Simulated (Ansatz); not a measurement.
## GaS, pressure series

Take GaS in the beta-GaS type structure (space group P6_3/mmc, No. 194; a = 3.5908 Å, c = 15.4499 Å; layered, stacked along the Cartesian z axis) as the base.

Cell and atoms are relaxed at each pressure.

The values are results of plane-wave PAW DFT at the PBE-D3(BJ) level (Ansatz, an electronic-structure program, 420 eV), scalar-relativistic without spin-orbit coupling, earlier PAW set, not measurements.

Q: Only one of these has no band gap. Which?
A. pressure 100 GPa
B. pressure 7 GPa
C. pressure −1 GPa

A: A, pressure 100 GPa. Computed: pressure −1 GPa: 1.72 eV; pressure 7 GPa: 0.97 eV; pressure 100 GPa: zero

A case with no gap was solved on a k-mesh chosen for an insulator, which is coarse for it. From pressure 100 GPa on, the axis ratios lie over 15 % from the base's, so the cell there is far from its starting form. Load acts through the strain it causes; cell and atoms are relaxed under it. Whether these cells are dynamically stable was not tested. Competing high-pressure phases were not computed. All final runs are without spin polarisation.
